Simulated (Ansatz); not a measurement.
Fluorite PtAl2 was calculated with r²SCAN+rVV10 (plane waves, PAW; Ansatz, a program for electronic structure).

Settings: plane-wave cutoff 560 eV, 16×16×16 k mesh, Fermi–Dirac smearing 0.05 eV, scalar-relativistic PAW data made under PBE.

Cell (relaxed at this level):

```yaml
crystal:
  lattice:
    - [0.00000, 2.94594, 2.94594]
    - [2.94594, 0.00000, 2.94594]
    - [2.94594, 2.94594, 0.00000]
  atoms:
    - { symbol: Al, position: [0.25000, 0.25000, 0.25000] }
    - { symbol: Al, position: [0.75000, 0.75000, 0.75000] }
    - { symbol: Pt, position: [0.00000, 0.00000, 0.00000] }
```

### Question
Give the computed bulk modulus B0 and pressure derivative B′ of the bulk modulus.

### Answer

- bulk modulus B0: 144 GPa
- pressure derivative B′ of the bulk modulus: 4.4

The run finds no gap.

Spin–orbit coupling is not included.

The result took around 2.4 core-minutes (rough).
